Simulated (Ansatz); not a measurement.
We consider TbSi₂ (I4₁/amd, No. 141; cell taken from a computed entry), described by r²SCAN-D4 in Ansatz (plane waves, PAW).

Settings: plane-wave cutoff 500 eV, 14×14×14 k mesh, Fermi–Dirac smearing 0.05 eV, spin-polarised start, scalar-relativistic PAW data made under PBE.

Computed at the level's own relaxed cell.

Predict the equilibrium volume per atom, equilibrium lattice constant a and c axis length.


equilibrium volume per atom: 18.96 Å³/atom
equilibrium lattice constant a: 4.077 Å
c axis length: 13.691 Å

Note: the magnetic order was assumed, not searched for or taken from measurement; the relaxation could not lower the start's symmetry, so the cell can be a saddle point above a distorted one; the 4f shell is treated without U or exact exchange, so its levels and filling can be wrong.

Spin–orbit coupling is not included.

Computed values are for the static lattice.

Computing time: around 22 core-minutes (rough).

Ansatz is a program for electronic structure.
